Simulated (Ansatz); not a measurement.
The reference is Sn in the diamond structure (space group Fd-3m, No. 227; a = 6.5688 Å).

The values are results of Kohn–Sham DFT with the r2SCAN functional, run in Ansatz (a first-principles code) with PAW and 500 eV plane waves, without spin-orbit coupling, earlier PAW set, not measurements.

Base values:

The largest site moment is 0.00 μB. The magnetic state is not spin-polarised. The density is 5.56 g/cm³. The shortest interatomic distance is 2.844 Å.

The change: every Sn is replaced by Ni, then cell and atoms are relaxed.

Tabulated Pauling electronegativity and covalent radius: Sn 1.96, 1.39 Å; Ni 1.91, 1.24 Å.

**Question.** What happens to the largest site moment, magnetic state, density and shortest interatomic distance?

**Answer.** The largest site moment goes from zero to 0.92 μB; the magnetic state becomes ferromagnetic (base: not spin-polarised); the density goes up by 0.58 g/cm³, from 5.56 g/cm³ to 6.14 g/cm³; the shortest interatomic distance shrinks by 0.668 Å, from 2.844 Å to 2.176 Å.

Other magnetic orders, which the real material may have, were not ruled out. Stability against distortions was not tested. As relaxed here, Ni is a hypothetical phase, not in the database extracts checked.
